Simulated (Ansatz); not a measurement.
Base system: a 9-atom supercell of SnS₂ in the CdI2 type structure (space group P-3m1, No. 164; a = 3.669 Å, c = 5.806 Å; layered, stacked along the Cartesian z axis) at its relaxed geometry.

Method: Ansatz (an electronic-structure program) PBE-D3(BJ), no spin-orbit coupling.

Before the change:

- Pressure = 0.0 GPa

It is then changed as follows: one S atom is replaced by Pb, atoms relaxed at fixed cell, starting from a slightly rattled geometry.

Tabulated Pauling electronegativity and covalent radius: S 2.58, 1.05 Å; Pb 2.33, 1.46 Å.

Problem. Predict the new pressure.

Solution. The pressure goes from zero to 5.1 GPa.

Problem. How does this affect the largest displacement of a host atom from its site in the perfect cell?

Solution. The largest displacement of a host atom from its site in the perfect cell is 0.46 Å.

Problem. Predict the new shift of the substituted atom off its lattice site.

Solution. The shift of the substituted atom off its lattice site amounts to 0.95 Å.

Other magnetic orders, which the real material may have, were not ruled out. In so small a cell the defect repeats every few ångströms: this is an ordered compound, not a dilute defect. A case with no gap was solved on a k-mesh chosen for an insulator, which is coarse for it. Starting moments died away, wholly or in part, for Pb on a S site; another magnetic solution may exist. The defect cell is spin-polarised and ends with 0.0 μB.
